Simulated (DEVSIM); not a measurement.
Structure: TaN/Al2O3/p-Ge capacitor, at 300 K.

```csv
layer (left to right),material,thickness (nm),Na (cm⁻³)
1,Al2O3,14.0,-
2,Ge,900,4.4e17
```

Metal gate on the left, work function 4.4 eV. Fixed charge at the semiconductor interface 1.9e11 cm⁻² (in units of +e); no interface traps.

This is a model device: material constants are rounded textbook-type values typed into the input, and sizes, dopings and lifetimes were drawn at random. Values at 300 K.

| parameter | Al2O3 | Ge |
|---|---|---|
| gap (eV) | 6.8 | 0.664 |
| affinity (eV) | 1.35 | 4 |
| permittivity | 9 | 16 |
| Nc (cm⁻³) | - | 1.04e19 |
| Nv (cm⁻³) | - | 6e18 |

Simulated with DEVSIM: 1D Poisson equation in equilibrium, Boltzmann statistics, complete ionisation; no quantum confinement or tunnelling. Metal contacts follow the ideal Schottky-Mott rule: no Fermi-level pinning, no interface dipoles.

Base results: minimum of the low-frequency capacitance (μF/cm²) 0.223; threshold voltage (band bending 2φF) (V) 0.83; capacitance of the dielectric stack (μF/cm²) 0.569; flat-band voltage (V) -0.25.

What follows from this one change: fixed charge 1.9e+11 → 8.8e+11 cm^-2?

minimum of the low-frequency capacitance little changed (0.223 μF/cm²); threshold voltage (band bending 2φF) 0.83 → 0.63 V; capacitance of the dielectric stack little changed (0.569 μF/cm²); flat-band voltage -0.25 → -0.44 V.

What follows from this one change: Al2O3 thickness 0.014 → 0.0077 μm?

minimum of the low-frequency capacitance 0.223 → 0.272 μF/cm²; threshold voltage (band bending 2φF) 0.83 → 0.60 V; capacitance of the dielectric stack 0.569 → 1.03 μF/cm²; flat-band voltage -0.25 → -0.23 V.
